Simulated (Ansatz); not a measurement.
GaS, pressure series

Consider GaS in the beta-GaS type structure (space group P6_3/mmc, No. 194; a = 3.5906 Å, c = 15.4487 Å; layered, stacked along the Cartesian z axis).

Cell and atoms are relaxed at each pressure.

Calculations: PBE-D3(BJ) (Ansatz, a first-principles code; PAW; 420 eV plane waves; no spin-orbit coupling).

Question: Only one of these keeps a band gap. Which?
A) pressure 3 GPa
B) pressure 50 GPa
C) pressure 30 GPa

Answer: A, pressure 3 GPa. Computed: pressure 50 GPa: zero; pressure 3 GPa: 1.28 eV; pressure 30 GPa: zero

The mesh was chosen for an insulator and is coarse for the gapless case. Load acts through the strain it causes; cell and atoms are relaxed under it. Whether these cells are dynamically stable was not tested. Competing high-pressure phases were not computed. The final runs are not spin-polarised. The zero or small gap of GaS under pressure 30 GPa can change with the level of theory.
